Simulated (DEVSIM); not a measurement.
Device: Cr/Al2O3/SiO2/p-Si capacitor, at 300 K.

```
layer (left to right)  material  thickness (nm)  Na (cm⁻³)
---------------------  --------  --------------  ---------
1                         Al2O3            17.0          -
2                          SiO2            1.50          -
3                            Si             610       9e17
```

Metal gate on the left, work function 4.5 eV. Fixed charge at the semiconductor interface -2.2e10 cm⁻² (in units of +e); no interface traps.

This is a model device: material constants are rounded textbook-type values typed into the input, and sizes, dopings and lifetimes were drawn at random. Values at 300 K; Nc and Nv go as T^1.5, mobilities as T to minus their exponent, the gap by Varshni's rule with the affinity fixed.

```csv
parameter,Al2O3,SiO2,Si
gap (eV),6.8,9,1.124
affinity (eV),1.35,0.9,4.05
permittivity,9,3.9,11.7
Nc (cm⁻³),-,-,2.86e19
Nv (cm⁻³),-,-,3.1e19
Varshni α (eV/K),-,-,0.000473
Varshni β (K),-,-,636
```

DEVSIM, 1D Poisson equation in equilibrium, Boltzmann statistics, complete ionisation; no quantum confinement or tunnelling. Metal contacts follow the ideal Schottky-Mott rule: no Fermi-level pinning, no interface dipoles.

The temperature was swept, all else fixed.

```json
[
 {"temperature (K)": "250", "flat-band voltage (V)": "-0.61", "minimum of the low-frequency capacitance (μF/cm²)": "0.168"},
 {"temperature (K)": "300", "flat-band voltage (V)": "-0.57", "minimum of the low-frequency capacitance (μF/cm²)": "0.175"},
 {"temperature (K)": "350", "flat-band voltage (V)": "-0.54", "minimum of the low-frequency capacitance (μF/cm²)": "0.177"},
 {"temperature (K)": "400", "flat-band voltage (V)": "-0.50", "minimum of the low-frequency capacitance (μF/cm²)": "0.184"},
 {"temperature (K)": "450", "flat-band voltage (V)": "-0.46", "minimum of the low-frequency capacitance (μF/cm²)": "0.190"},
 {"temperature (K)": "500", "flat-band voltage (V)": "-0.42", "minimum of the low-frequency capacitance (μF/cm²)": "0.197"}
]
```

From the first row to the last the flat-band voltage goes from -0.61 to -0.42. From the first row to the last the minimum of the low-frequency capacitance goes from 0.168 to 0.197.
